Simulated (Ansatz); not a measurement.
Take GaN in the wurtzite structure (space group P6_3mc, No. 186; a = 3.152 Å, c = 5.138 Å) as the base. Axes: x lies along a and z along c of the hexagonal cell.

Level of theory: LDA (Ansatz, an electronic-structure program, PAW, no spin-orbit coupling).

Base values:

```
Property                              Value
---------------------  --------------------
Valence-band top at Γ  0.00, 0.00, -0.05 eV
```

Modification: tensor shear ε_xz = +2.00 % (engineering shear γ = 0.0400), atoms relaxed at fixed cell.

Q: How does this affect the energy relative to the base and valence-band top at Γ?

A: The energy increases by 5.3 meV/atom; the valence-band top at Γ (three highest levels, from the VBM) becomes 0.00, -0.09, -0.24 eV (base: 0.00, 0.00, -0.05 eV).

The levels and masses belong to the bands next to the band gap. The cells carry an imposed strain or load. No phonon test of stability was made.
